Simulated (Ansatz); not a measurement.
InP under load (space group P6_3mc), r2SCAN with spin-orbit coupling, rigid bands (Ansatz, a program for electronic structure). Condition of this run: biaxial stress in the c plane of 2 GPa (compression positive) (the target of the relaxation). Band gap 1.18 eV, N_c = 7.58e17 cm⁻³ and N_v = 1.32e19 cm⁻³ at 300 K, conductivity masses along x (a = (4.09, 0.00, 0.00) Å; b = (-2.05, 3.54, 0.00) Å; c = (0.00, 0.00, 6.86) Å) of 0.113 mₑ (electrons) and 0.612 mₑ (holes). Take k_BT = 0.02585 eV.

**Question.** Find the intrinsic carrier density and the intrinsic Fermi level.

**Answer.** n_i = √(N_c N_v) exp(−E_g/2k_BT) = 3.16e18 × exp(−22.82) = 3.9e8 cm⁻³. The level lies (k_BT/2) ln(N_v/N_c) = 37 meV from mid-gap (positive towards the conduction band). Each 0.1 eV added to the gap lowers n_i by a factor of 6.9.

**Question.** What thermal injection velocity √(2k_BT/πm) limits a ballistic channel along the direction named?

**Answer.** 1.60e7 cm/s for electrons and 6.88e6 cm/s for holes, a ratio of √(m_h/m_e) = 2.33, for dilute carriers.

**Question.** A film of it is 8 nm thick, with its normal along the direction named. Estimate the confinement energies in an infinite well.

**Answer.** ħ²π²/(2m t²) = 0.376 eV·nm²/(m/mₑ × t²) gives 52.0 meV for electrons and 9.60 meV for holes, so the gap would widen to about 1.24 eV. Finite barriers and nonparabolic bands lower this, and with several valleys or bands the heaviest mass along the normal sets the lowest level, not this average.

Rigid bands with the computed gap; masses take one relaxation time for all states. Geometry: cell and atoms relaxed with PBEsol.
